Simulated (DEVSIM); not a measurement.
System: abrupt InP p-n junction, at 400 K.

| layer (left to right) | material | thickness (μm) | Nd (cm⁻³) | Na (cm⁻³) | τn (s) | τp (s) |
|---|---|---|---|---|---|---|
| 1 | InP | 68.0 | - | 5.6e17 | 3.8e-8 | 3.8e-8 |
| 2 | InP | 260 | 5e14 | - | 3.8e-8 | 3.8e-8 |

Left contact: ohmic. Right contact: ohmic. Voltage is applied to the left contact. Recombination: SRH at mid-gap, radiative. Mobility is μmin + (μ − μmin)/(1 + (N/Nref)^α).

This is a model device: material constants are rounded textbook-type values typed into the input, and sizes, dopings and lifetimes were drawn at random. Values at 300 K; Nc and Nv go as T^1.5, mobilities as T to minus their exponent, the gap by Varshni's rule with the affinity fixed.

```csv
parameter,InP
gap (eV),1.344
affinity (eV),4.38
permittivity,12.5
Nc (cm⁻³),5.7e17
Nv (cm⁻³),1.1e19
μn (cm²/Vs),5200
μp (cm²/Vs),170
"μn,min",400
"μp,min",10
"Nref,n",3e17
"Nref,p",4.9e17
αn,0.47
αp,0.62
T exponent of μn,2
T exponent of μp,2
B (cm³/s),1.2e-10
Varshni α (eV/K),0.000363
Varshni β (K),162
```

Simulated with DEVSIM: 1D drift-diffusion, Boltzmann statistics, complete ionisation; no tunnelling, impact ionisation, image-force lowering or self-heating.

The temperature was swept, all else fixed.

```json
[
 {"temperature (K)": "250", "dark forward voltage at 1 A/cm² (V)": "1.067", "largest field in the device at zero bias (V/cm)": "37000", "potential step across the device at zero bias (V)": "1.156"},
 {"temperature (K)": "300", "dark forward voltage at 1 A/cm² (V)": "0.991", "largest field in the device at zero bias (V/cm)": "40000", "potential step across the device at zero bias (V)": "1.085"},
 {"temperature (K)": "350", "dark forward voltage at 1 A/cm² (V)": "0.918", "largest field in the device at zero bias (V/cm)": "43000", "potential step across the device at zero bias (V)": "1.012"},
 {"temperature (K)": "400", "dark forward voltage at 1 A/cm² (V)": "0.846", "largest field in the device at zero bias (V/cm)": "46000", "potential step across the device at zero bias (V)": "0.936"},
 {"temperature (K)": "450", "dark forward voltage at 1 A/cm² (V)": "…", "largest field in the device at zero bias (V/cm)": "49000", "potential step across the device at zero bias (V)": "0.859"},
 {"temperature (K)": "500", "dark forward voltage at 1 A/cm² (V)": "0.710", "largest field in the device at zero bias (V/cm)": "51000", "potential step across the device at zero bias (V)": "0.780"}
]
```

What belongs in the gaps?


- 450, dark forward voltage at 1 A/cm² (V): 0.777
